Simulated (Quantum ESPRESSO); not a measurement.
**Habitual settings against a tight run: Nb3SiSnMo3 (R3, 8 atoms in the cell)**

Self-consistent single point.

```
CELL_PARAMETERS angstrom
      3.58842     2.07177     2.93735
     -3.58842     2.07177     2.93735
      0.00000    -4.14355     2.93735
ATOMIC_POSITIONS crystal
  Nb 0.99886 0.50091 0.25628
  Nb 0.25628 0.99886 0.50091
  Nb 0.50091 0.25628 0.99886
  Si 0.50009 0.50009 0.50009
  Sn 0.99902 0.99902 0.99902
  Mo 0.99938 0.50051 0.74492
  Mo 0.74492 0.99938 0.50051
  Mo 0.50051 0.74492 0.99938
```

Method of the run: PBEsol, GBRV 1.5 ultrasoft (PBESOL) pseudopotentials (plane waves; Quantum ESPRESSO).

Base settings: ecutwfc = 40 Ry; ecutrho = 320 Ry; occupations = smearing; smearing = marzari-vanderbilt; degauss = 0.0099958 Ry; K_POINTS = automatic 5 5 5 0 0 0; conv_thr = 1e-10 Ry.

Tight run (finer mesh or higher cutoff; not a proven limit): ecutwfc: 40 Ry → 56 Ry; ecutrho: 320 Ry → 448 Ry; conv_thr: 1e-10 Ry → 7.3e-11 Ry; K_POINTS: automatic 5 5 5 0 0 0 → automatic 7 7 7 0 0 0. It gave Fermi level (on the code's own zero) 18.50 eV; pressure -2.96 GPa; largest force (vector length) 0.035 eV/Å.

Quick runs, as changes from the base:
- A: the base itself
- B: ecutwfc: 40 Ry → 32 Ry; ecutrho: 320 Ry → 256 Ry; degauss: 0.0099958 Ry → 0.0147 Ry; K_POINTS: automatic 5 5 5 0 0 0 → automatic 2 2 2 0 0 0
- C: ecutwfc: 40 Ry → 24 Ry; ecutrho: 320 Ry → 192 Ry; smearing: marzari-vanderbilt → fermi-dirac; degauss: 0.0099958 Ry → 0.0147 Ry; K_POINTS: automatic 5 5 5 0 0 0 → automatic 1 1 1 0 0 0
- D: ecutwfc: 40 Ry → 20 Ry; ecutrho: 320 Ry → 160 Ry; smearing: marzari-vanderbilt → methfessel-paxton; degauss: 0.0099958 Ry → 0.019992 Ry; K_POINTS: automatic 5 5 5 0 0 0 → automatic 2 2 2 1 1 1
- E: ecutwfc: 40 Ry → 20 Ry; ecutrho: 320 Ry → 160 Ry; K_POINTS: automatic 5 5 5 0 0 0 → automatic 4 4 4 1 1 1

Energies are extrapolated to zero smearing width, which holds to low order in the width alone (under cold and Methfessel-Paxton smearing the free energy itself is taken).

The count of work is k-points × plane waves × bands × iterations; it is no time. Core times come from one kind of shared machine and are given to one figure; runs under 30 s give none.

The starting cell comes from a database of computed structures (which also holds hypothetical and non-ambient phases and stackings), without a prior relaxation at this level. Its lattice was rescaled by a random factor within 2.5 % of one. Spin polarisation is off.

```csv
run,energy less tight (meV/atom),pressure less tight (GPa),largest miss in a force vector (eV/Å),count of work / tight,core time / tight (rough)
A,22.7,0.05,0.051,0.23,0.3
B,236.3,0.20,0.181,0.029,0.08
C,-644.7,-22.64,0.392,0.0047,0.04
D,419.7,-5.63,0.324,0.0076,0.04
E,529.6,-4.05,0.081,0.043,0.06
```

Among the runs at the tight run's level, the energy misses run from 22.7 to 644.7 meV/atom.

Left out of this page: 1 run of the series outside the window shown, repeating another row's setting, or not comparable.
